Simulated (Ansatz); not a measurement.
The starting structures come from a database of crystals and need not be the phases stable at ambient conditions.

By PBEsol, the system below comes out a metal.

The ballistic (Sharvin) conductance counts the channels at the Fermi level: G/A = (e²/h) × channels of both spins per area.

Consider the following.

```yaml
crystal:
  lattice:
    - [2.75138, 0.00000, 0.00000]
    - [0.00000, 4.46229, 0.00000]
    - [1.37569, 0.00000, 2.38276]
  atoms:
    - { symbol: Ir, position: [0.66667, 0.25000, 0.66667] }
    - { symbol: Ir, position: [0.33333, 0.75000, 0.33333] }
```

Space group of this cell: P6_3/mmc, hcp (Mg type). The cell is taken as given; by PBEsol its mean pressure is -12.5 GPa.

The current flows along the normal of the first two printed cell vectors, the (100) plane of the conventional cell. No spin-orbit coupling; the value is a mean over 0.1 eV about the Fermi level.

Question: State the ballistic conductance per area according to PBEsol (Ansatz, an electronic-structure program).

Answer: 1.5 × 10¹⁵ S/m² for both spins.
